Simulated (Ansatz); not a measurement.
Base system: MgO in the rock salt structure (space group Fm-3m, No. 225; a = 4.159 Å). Axes: x, y, z lie along the cube axes.

Structures relaxed with LDA (Ansatz, a first-principles code, PAW, no SOC).

Base:

Simulated powder pattern, Cu Kα1, λ = 1.54056 Å (kinematic, ideal powder, no thermal factors, no anomalous dispersion; the 14 strongest lines at most, above 2 %, up to 2θ = 90°):

| 2θ (°) | I/Imax (%) | hkl |
|---|---|---|
| 37.42 | 11 | (111) |
| 43.48 | 100 | (200) |
| 63.18 | 55 | (220) |
| 75.79 | 7.0 | (311) |
| 79.82 | 16 | (222) |

After one change:

Simulated powder pattern, Cu Kα1, λ = 1.54056 Å (kinematic, ideal powder, no thermal factors, no anomalous dispersion; the 14 strongest lines at most, above 2 %, up to 2θ = 90°):

```tsv
2θ (°)	I/Imax (%)
37.12	2.8
38.12	8.0
44.02	100
63.32	28
64.68	26
77.00	3.5
79.08	4.4
81.56	12
```

Task: Name the change that was made.
(A) biaxial strain −1.25 %, plane normal [111], relaxed out of plane
(B) biaxial strain −2.08 %, plane normal [111], relaxed out of plane
(C) biaxial strain +1.25 %, plane normal [111], relaxed out of plane
(D) biaxial strain +1.67 %, plane normal [111], relaxed out of plane

Result: B, biaxial strain −2.08 %, plane normal [111], relaxed out of plane. Its volume per atom is 8.69 Å³ against 8.99 Å³, and its space group is R-3m (No. 166).

No phonon test of stability was made.
